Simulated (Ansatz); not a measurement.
Take GaN in the wurtzite structure (space group P6_3mc, No. 186; a = 3.218 Å, c = 5.243 Å) as the base. Axes: x lies along a and z along c of the hexagonal cell.

Modification: the cell is compressed by 1.20 % along z with no lateral relaxation, atoms relaxed at fixed cell.

Method: PBE (Ansatz, an electronic-structure program, PAW, no spin-orbit coupling).

Base, band edges from the VBM (valence, conduction): K -2.62, 5.18; H -1.42, 6.23; M -0.96, 4.99; L -1.83, 4.31; A -0.51, 4.06; Γ 0.00, 1.71 eV.

Task: Give the band edges at the high-symmetry points of the new zone, measured from its valence-band maximum.

Result: 
| point | valence edge (eV) | conduction edge (eV) |
|---|---|---|
| Γ | 0.00 | 1.80 |
| M | -0.99 | 4.93 |
| K | -2.64 | 5.26 |
| A | -0.56 | 4.09 |
| L | -1.80 | 4.38 |
| H | -1.39 | 6.38 |

The gap is 1.80 eV, direct at Γ.

The cells carry an imposed strain or load. No phonon test of stability was made.
